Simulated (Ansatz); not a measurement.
**PBE against r2SCAN: Se, uniaxial stress, 3 GPa compression along z**

Base system: Se (space group P3_121, No. 152; a = 4.529 Å, c = 5.042 Å; made of chains). Axes: x lies along a and z along c of the hexagonal cell.

(Cell as relaxed with PBE.)

Levels (all Ansatz, a program for electronic structure, PAW, earlier PAW set): PBE (420 eV, no spin-orbit coupling); r2SCAN (500 eV, spin-orbit coupling left out).

Each level relaxes its own structure.

| base | PBE | r2SCAN |
|---|---|---|
| volume per atom | 29.86 Å³ | 29.25 Å³ |
| lattice parameter a | 4.529 Å | 4.507 Å |
| band gap | 1.04 eV | 1.33 eV |

Modification: uniaxial stress, 3 GPa compression along z; all other stress components relax to zero.

```tsv
quantity	PBE	r2SCAN
energy relative to the base (free energy F)	+16 meV/atom	?
volume per atom	30.70 Å³	?
```

Q: Predict the r2SCAN column.

A: 
- energy relative to the base (free energy F), r2SCAN: +14 meV/atom
- volume per atom, r2SCAN: 29.66 Å³

PBE's energy relative to the base lies 2.0 meV/atom above r2SCAN's; PBE's volume per atom lies 1.04 Å³ above r2SCAN's (3.5 %). Neither level is exact; r2SCAN is the comparison here, not a measurement.

Load acts through the strain it causes; cell and atoms are relaxed under it. Stability under load was not tested beyond the relaxation. No dispersion term is included, though the crystal is made of layers, chains or molecules, so its spacings can come out too wide.
